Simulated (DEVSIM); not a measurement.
System: Schottky contact on p-type GaP, at 250 K.

```tsv
layer (left to right)	material	thickness (μm)	Na (cm⁻³)	τn (s)	τp (s)
1	GaP	9.50	7.4e16	6.5e-7	6.5e-7
```

Left contact: Schottky, work function 4.48 eV, emission velocity 6.5e6 cm/s. Right contact: ohmic. Voltage is applied to the left contact. Recombination: SRH at mid-gap. Mobility is μmin + (μ − μmin)/(1 + (N/Nref)^α).

This is a model device: material constants are rounded textbook-type values typed into the input, and sizes, dopings and lifetimes were drawn at random. Values at 300 K; Nc and Nv go as T^1.5, mobilities as T to minus their exponent, the gap by Varshni's rule with the affinity fixed. The table also holds parameters that only a changed run uses.

```tsv
parameter	GaP
gap (eV)	2.26
affinity (eV)	3.8
permittivity	11.1
Nc (cm⁻³)	1.8e19
Nv (cm⁻³)	1.9e19
μn (cm²/Vs)	250
μp (cm²/Vs)	150
μn,min	10
μp,min	10
Nref,n	4.4e18
Nref,p	1e18
αn	0.8
αp	0.85
T exponent of μn	1.6
T exponent of μp	1.98
Cn (cm⁶/s)	1e-30
Cp (cm⁶/s)	1e-30
Varshni α (eV/K)	0.00058
Varshni β (K)	372
```

Simulated with DEVSIM: 1D drift-diffusion, Boltzmann statistics, complete ionisation; no tunnelling, impact ionisation, image-force lowering or self-heating. Metal contacts follow the ideal Schottky-Mott rule: no Fermi-level pinning, no interface dipoles.

Base results: largest field in the device at zero bias (V/cm) 190000; dark forward voltage at 100 A/cm² (V) 1.397; potential step across the device at zero bias (V) 1.486; dark forward voltage at 1 A/cm² (V) 1.253.

Problem. What follows from this one change: metal work function 4.48 → 4.63 eV?

Solution. largest field in the device at zero bias little changed (180000 V/cm); dark forward voltage at 100 A/cm² 1.397 → 1.247 V; potential step across the device at zero bias 1.486 → 1.336 V; dark forward voltage at 1 A/cm² 1.253 → 1.103 V.

Problem. What follows from this one change: temperature 250 → 450 K?

Solution. largest field in the device at zero bias 190000 → 170000 V/cm; dark forward voltage at 100 A/cm² 1.397 → 1.190 V; potential step across the device at zero bias 1.486 → 1.276 V; dark forward voltage at 1 A/cm² 1.253 → 0.872 V.

Problem. What follows from this one change: thickness of layer 1 9.5 → 1.9 μm?

Solution. largest field in the device at zero bias little changed (190000 V/cm); dark forward voltage at 100 A/cm² 1.397 → 1.365 V; potential step across the device at zero bias little changed (1.486 V); dark forward voltage at 1 A/cm² little changed (1.252 V).
